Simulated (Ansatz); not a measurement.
Worked example: self-consistent single point of SrZnSbF (P1, 8 atoms in the cell) in Ansatz (an electronic-structure program).

Method: LDA (PW92), PAW files made with PBE (plane waves; Ansatz).

The change in words: atoms moved at random. Reference geometry:
```
CELL_PARAMETERS angstrom
      4.35454     0.00000     0.00000
      0.00000     4.35454     0.00000
      0.00000     0.00000     9.47616
ATOMIC_POSITIONS crystal
  Sr 0.00000 0.50000 0.86010
  Sr 0.50000 0.00000 0.13990
  Zn 0.50000 0.50000 0.50000
  Zn 0.00000 0.00000 0.50000
  Sb 0.00000 0.50000 0.32098
  Sb 0.50000 0.00000 0.67902
  F  0.50000 0.50000 0.00000
  F  0.00000 0.00000 0.00000
```

Reference input (self-consistent single point, DFT, LDA (PW92), plane waves, PAW files made with PBE): kpoints.mp_grid.grid = 5 5 3; hamiltonian.xc = lda; hamiltonian.pseudopotentials = {kind: paw} (the program's default PAW files); scf.occupations.method = gaussian; scf.occupations.width = 0.01 Ry. This run's input differs from it in these lines:

Ansatz 0.2 input:
```diff
@@ -7,10 +7,10 @@
   atoms:
-    - { symbol: Sr, position: [0.000000, 0.500000, 0.860100] }
-    - { symbol: Sr, position: [0.500000, 0.000000, 0.139900] }
-    - { symbol: Zn, position: [0.500000, 0.500000, 0.500000] }
-    - { symbol: Zn, position: [0.000000, 0.000000, 0.500000] }
-    - { symbol: Sb, position: [0.000000, 0.500000, 0.320980] }
-    - { symbol: Sb, position: [0.500000, 0.000000, 0.679020] }
-    - { symbol: F, position: [0.500000, 0.500000, 0.000000] }
-    - { symbol: F, position: [0.000000, 0.000000, 0.000000] }
+    - { symbol: Sr, position: [0.003637, 0.489503, 0.857533] }
+    - { symbol: Sr, position: [0.487818, -0.003358, 0.145317] }
+    - { symbol: Zn, position: [0.499306, 0.494618, 0.499079] }
+    - { symbol: Zn, position: [0.001002, -0.001070, 0.499634] }
+    - { symbol: Sb, position: [-0.005799, 0.524990, 0.318336] }
+    - { symbol: Sb, position: [0.512271, 0.002073, 0.675567] }
+    - { symbol: F, position: [0.507556, 0.498255, 0.004342] }
+    - { symbol: F, position: [-0.005792, -0.005012, 0.000193] }
 kpoints:
```

The program printed (abridged):

```
SCF iter   1: F=—  HF=-27676.184635 eV  |F-HF|=—  |Δ(HF+E_count)|=         —  Δρ=3.64e-1  dr2=4.02e2  ethr=3.10e-3  ⟨swp⟩=12.5  Hψ=11179  notcnv=0
all-band conjugate gradients solve this SCF's bands
preconditioner: auto → Kerker (q_TF=auto, 2.422 Å⁻¹)
SCF iter   2: F=—  HF=-27653.530875 eV  |F-HF|=—  |Δ(HF+E_count)|=    2.27e1  Δρ=8.69e-2  dr2=2.22e1  ethr=3.10e-3  ⟨swp⟩=4.3  Hψ=4660  notcnv=0  defer=86
   [... lines left out ...]
SCF iter  15: F=—  HF=-27649.041990 eV  |F-HF|=—  |Δ(HF+E_count)|=   1.23e-6  Δρ=1.90e-5  dr2=2.28e-6  ethr=8.23e-9  ⟨swp⟩=2.0  Hψ=2710  notcnv=0  defer=142
SCF iter  16: F=—  HF=-27649.041990 eV  |F-HF|=—  |Δ(HF+E_count)|=   2.94e-7  Δρ=1.04e-5  dr2=7.04e-7  ethr=2.59e-9  ⟨swp⟩=2.4  Hψ=3008  notcnv=0  defer=142
SCF iter  17: F=—  HF=-27649.041990 eV  |F-HF|=—  |Δ(HF+E_count)|=   6.63e-8  Δρ=6.61e-6  dr2=2.31e-7  ethr=8.00e-10  ⟨swp⟩=2.0  Hψ=2144  notcnv=0  defer=142
SCF iter  18: F=-27649.041990 eV  HF=-27649.041990 eV  |F-HF|=3.09e-8  |Δ(HF+E_count)|=   4.19e-8  Δρ=2.99e-6  dr2=3.94e-8  ethr=1.14e-10  ⟨swp⟩=17.6  Hψ=12599  notcnv=0
SCF 1 converged in 18 iterations: F = -27649.041990 eV  dr2 = 3.94e-8
Free energy (F): -27649.041990 eV
Internal energy: -27649.033301 eV  (E = F + TS)
E sigma→0 (E₀):  -27649.037645 eV
Entropy (-TS):   -0.008688 eV (-1.086 meV/atom)
Fermi energy:    8.693821 eV
--- Forces (eV/Å), atoms counted from 1 ---
  atom   1  Sr    -0.01556756     0.07720600     0.62387148
  atom   2  Sr     0.11315349     0.11175760    -0.58346980
  atom   3  Zn    -0.04858140     0.06671156    -0.10521086
  atom   4  Zn     0.10632860     0.18322737    -0.05974165
  atom   5  Sb    -0.00314203    -0.31791795     0.51926411
  atom   6  Sb    -0.11387939    -0.13004168    -0.23092480
  atom   7  F     -0.12438150    -0.02775791    -0.11639230
  atom   8  F      0.08606894     0.03680538    -0.04692308
--- Stress (GPa, compression-positive) ---
       -5.615471       0.050753       0.183325
        0.050753      -5.626294      -0.163144
        0.183325      -0.163144      -5.072756
  P = ⅓ Tr σ = -5.4382 GPa (-54.382 kbar)
  The stress holds the Pulay correction. Without it, at fixed plane waves, as pw.x and ABINIT print it: P = -5.5785 GPa
```

The run converged in 18 iterations. Against the reference run the free energy rises by 8.9 meV/atom, the pressure moves little (-5.40 to -5.44 GPa) and the largest force goes from 0.392 to 0.629 eV/Å.

The starting cell comes from a database of computed structures (which also holds hypothetical and non-ambient phases and stackings), without a prior relaxation at this level. For this run, on top of that: atoms moved at random. With a pressure of about -5 GPa the cell is away from its equilibrium volume at this level. Ansatz's pressure includes its estimate of the finite-basis (Pulay) stress. A gap is left out here, as mesh or smearing make it unsure.
